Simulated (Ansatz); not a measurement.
We consider HfCdO3 (model structure, started from the tetragonal perovskite type, P4mm, No. 99, 5 atoms in the cell), described by r²SCAN in Ansatz (plane waves, PAW).

Run with plane-wave cutoff 560 eV, 14×14×14 k mesh, Fermi–Dirac smearing 0.05 eV, scalar-relativistic PAW data made under PBE.

Cell (relaxed with PBEsol):

CdHfO$_{3}$ is taken in the tetragonal space group P4mm (No. 99), Pearson symbol tP5. Cell: a = b = 4.0689 Å, c = 4.1929 Å, α = β = γ = 90.00°. Hf on 1b sees 5 O at 1.962–2.060 Å and 1 O at 2.231 Å. Cd on 1a has 4 O at 2.346 Å. O1 on 1b sees 1 Hf at 1.962 Å and 1 Hf at 2.231 Å (linear). O2 on 2c is surrounded by 2 Hf at 2.060 Å and 2 Cd at 2.346 Å. (Neighbours: up to the widest gap in distance over summed covalent radii, below 1.35, at either atom; cation-cation and far metal-metal contacts left out.)

Estimate the band gap that the calculation returns.


- band gap: 0.89 eV (on the SCF k mesh)

Note: the relaxation could raise the start's symmetry but not lower it, so the cell can be a saddle point; cell and atoms aren't relaxed at this level (largest force component 0.14 eV/Å, pressure 1.0 GPa).

Spin–orbit coupling is not included.

Static lattice: no zero-point or thermal effects.

Cost on a shared machine: roughly 4 core-minutes.

A model structure was made by putting elements into a prototype or built by hand; it is no filed structure, need not be a known phase, and can be a saddle point held by its symmetry.

Ansatz is a program for electronic structure.
